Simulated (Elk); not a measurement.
# A self-consistent single point of LaZnSbO (P4/nmm, 8 atoms in the cell) with Elk

Method of the run: PBEsol, all-electron FP-LAPW, Elk's shipped species files, default APW+lo basis (Elk).

The input file:

```
tasks
  0

xctype
  22

rgkmax
  7.0

rmtscf
  0.94

stype
  0

swidth
  0.00734986

scale
  1.889726125

avec
    4.2683710000    0.0000000000    0.0000000000
    0.0000000000    4.2683710000    0.0000000000
    0.0000000000    0.0000000000    9.7163640000

atoms
  4   : nspecies
  'La.in'   : spfname
  2   : natoms; atposl, bfcmt below
  0.0000000000  0.5000000000  0.8806900000    0.0 0.0 0.0
  0.5000000000  0.0000000000  0.1193100000    0.0 0.0 0.0
  'Zn.in'   : spfname
  2   : natoms; atposl, bfcmt below
  0.0000000000  0.0000000000  0.5000000000    0.0 0.0 0.0
  0.5000000000  0.5000000000  0.5000000000    0.0 0.0 0.0
  'Sb.in'   : spfname
  2   : natoms; atposl, bfcmt below
  0.5000000000  0.0000000000  0.6801500000    0.0 0.0 0.0
  0.0000000000  0.5000000000  0.3198500000    0.0 0.0 0.0
  'O.in'   : spfname
  2   : natoms; atposl, bfcmt below
  0.5000000000  0.5000000000  0.0000000000    0.0 0.0 0.0
  0.0000000000  0.0000000000  0.0000000000    0.0 0.0 0.0

ngridk
  5 5 3
```

The program printed (abridged):

```
│ Elk code version 10.2.4 │

All units are atomic (Hartree, Bohr, etc.)

│ Ground-state run starting from atomic densities │

Lattice vectors :
   8.066052190       0.000000000       0.000000000
   0.000000000       8.066052190       0.000000000
   0.000000000       0.000000000       18.36126689

Unit cell volume      :    1194.606019
Brillouin zone volume :   0.2076418580

Muffin-tin inner radius fraction :   0.1000000000E-01

Nuclei treated as point charges

Species :    1 (La)
 parameters loaded from : La.in
 name : lanthanum
 nuclear charge    :   -57.00000000
 electronic charge :    57.00000000
 atomic mass :    253209.2364
 muffin-tin radius :    2.632000000
 number of radial points in muffin-tin :    697
 atomic positions (lattice), magnetic fields (Cartesian) :
   1 :   0.25000000  0.25000000  0.38069000    0.00000000  0.00000000  0.00000000
   2 :  -0.25000000 -0.25000000 -0.38069000    0.00000000  0.00000000  0.00000000

Species :    2 (Zn)
 parameters loaded from : Zn.in
 name : zinc
 nuclear charge    :   -30.00000000
 electronic charge :    30.00000000
 atomic mass :    119233.3129
 muffin-tin radius :    2.256000000
 number of radial points in muffin-tin :    497
 atomic positions (lattice), magnetic fields (Cartesian) :
   1 :   0.25000000 -0.25000000  0.00000000    0.00000000  0.00000000  0.00000000
   2 :  -0.25000000  0.25000000  0.00000000    0.00000000  0.00000000  0.00000000

Species :    3 (Sb)
 parameters loaded from : Sb.in
 name : antimony
 nuclear charge    :   -51.00000000
 electronic charge :    51.00000000
 atomic mass :    221954.9019
 muffin-tin radius :    2.444000000
 number of radial points in muffin-tin :    597
 atomic positions (lattice), magnetic fields (Cartesian) :
   1 :  -0.25000000 -0.25000000  0.18015000    0.00000000  0.00000000  0.00000000
   2 :   0.25000000  0.25000000 -0.18015000    0.00000000  0.00000000  0.00000000

Species :    4 (O)
   [... lines left out ...]
Maximum (1/2)|G+k|²                   :    4.813798350
Maximum |G| for potential and density :    12.00000000
 potential will be trimmed for |G| > 2 gkmax
Constant for pseudocharge density :    8
Radial integration step length :    4

G-vector grid sizes :     32    32    72
Number of G-vectors :    34867

Maximum angular momentum used for
 APW functions                      :    8
 outer part of muffin-tin           :    6
 inner part of muffin-tin           :    1

Total nuclear charge    :   -292.0000000
Total core charge       :    192.0000000
Total valence charge    :    100.0000000
Total excess charge     :    0.000000000
Total electronic charge :    292.0000000

Effective Wigner radius, rₛ :   0.9921661652

Number of empty states         :   32
Total number of valence states :   82
Total number of core states    :  192

Total number of local-orbitals :  100

Exchange-correlation functional :     22     0     0
 PBEsol, Phys. Rev. Lett. 100, 136406 (2008)
 gradient requirement :    1
 generalised gradient approximation (GGA)

Smearing type :    0
 Gaussian
Smearing width :   0.7349860000E-02
Effective electronic temperature (K) :    2320.902224

Mixing type :    3
 Broyden mixing, J. Phys. A: Math. Gen. 17, L317 (1984)

Kohn-Sham potential initialised from atomic data
│ Self-consistent loop started │
│ Loop number : 1 │
 total energy                :     -33715.8049522
│ Loop number : 2 │
 total energy                :     -33715.8823848
RMS change in Kohn-Sham potential (target) :   0.9608024305     (  0.1000000000E-05)
Absolute change in total energy (target)   :   0.7743258769E-01 (  0.1000000000E-03)
│ Loop number : 3 │
 total energy                :     -33715.7760790
RMS change in Kohn-Sham potential (target) :   0.9644318799     (  0.1000000000E-05)
Absolute change in total energy (target)   :   0.8694766232E-01 (  0.1000000000E-03)
│ Loop number : 4 │
 total energy                :     -33713.4387527
RMS change in Kohn-Sham potential (target) :   0.9187274862     (  0.1000000000E-05)
Absolute change in total energy (target)   :    2.359063203     (  0.1000000000E-03)
│ Loop number : 5 │
 total energy                :     -33708.7161879
RMS change in Kohn-Sham potential (target) :   0.6768603142     (  0.1000000000E-05)
Absolute change in total energy (target)   :    5.312330551     (  0.1000000000E-03)
   [... lines left out ...]
Absolute change in total energy (target)   :   0.2021367494E-02 (  0.1000000000E-03)
│ Loop number : 16 │
 total energy                :     -33690.4993515
RMS change in Kohn-Sham potential (target) :   0.8519529433E-05 (  0.1000000000E-05)
Absolute change in total energy (target)   :   0.1207148482E-02 (  0.1000000000E-03)
│ Loop number : 17 │
 total energy                :     -33690.4989730
RMS change in Kohn-Sham potential (target) :   0.2386398083E-05 (  0.1000000000E-05)
Absolute change in total energy (target)   :   0.6802970165E-03 (  0.1000000000E-03)
│ Loop number : 18 │
 total energy                :     -33690.4988637
RMS change in Kohn-Sham potential (target) :   0.1682567755E-05 (  0.1000000000E-05)
Absolute change in total energy (target)   :   0.2793913591E-03 (  0.1000000000E-03)
│ Loop number : 19 │
 total energy                :     -33690.4988758
RMS change in Kohn-Sham potential (target) :   0.4346734307E-06 (  0.1000000000E-05)
Absolute change in total energy (target)   :   0.5777426122E-04 (  0.1000000000E-03)
Convergence targets achieved

│ Loop number : 20 │

Energies :
 Fermi                       :     0.273952360616
 sum of eigenvalues          :     -20456.7752177
 electron kinetic            :      35658.3506930
 core electron kinetic       :      34793.9473995
 Coulomb                     :     -68453.9794647
 Coulomb potential           :     -54939.3181090
 nuclear-nuclear             :     -2822.05165633
 electron-nuclear            :     -76324.5375077
 Hartree                     :      10692.6096994
 Madelung                    :     -40984.3204102
 xc potential                :     -1175.80780170
 exchange                    :     -877.741264848
 correlation                 :     -17.1288138561
 total energy                :     -33690.4988504

Density of states at Fermi energy :    22.42956746
 (states/Hartree/unit cell)

Estimated indirect band gap :   0.2844513448E-01
 from k-point      7 to k-point      2
Estimated direct band gap   :   0.3018587284E-01
 at k-point      2

Charges :
 core                        :    192.0000000
 valence                     :    100.0000000
 interstitial                :    14.41521205
 muffin-tins (core leakage)
  species :    1 (La)
   atom    1                 :    54.19241779     (  0.5575395802E-03)
   atom    2                 :    54.19241779     (  0.5575395802E-03)
  species :    2 (Zn)
   atom    1                 :    28.57223172     (  0.1946281793E-03)
   atom    2                 :    28.57223172     (  0.1946281793E-03)
  species :    3 (Sb)
   atom    1                 :    48.66673910     (  0.1810142789E-02)
   atom    2                 :    48.66673910     (  0.1810142789E-02)
  species :    4 (O)
   atom    1                 :    7.361005361     (  0.3433700924E-07)
   atom    2                 :    7.361005361     (  0.3433700924E-07)
 total in muffin-tins        :    277.5847880
 total calculated charge     :    291.9956278
 total charge                :    292.0000000
 error                       :   0.4372185245E-02

│ Self-consistent loop stopped │
```

The run converged in 20 iterations. The count includes the last loop, which Elk runs after its targets are met.

The starting cell comes from a database of computed structures (which also holds hypothetical and non-ambient phases and stackings), without a prior relaxation at this level. Its lattice was rescaled by a random factor within 2.5 % of one. Spin-orbit coupling is off. Values depend on the basis (sphere radii, cutoffs, local orbitals), which need not be converged. The log's line on a gap gives a spacing of levels on this mesh, which the program prints for metals too.

Cost on one core of a shared machine: roughly 50 s.
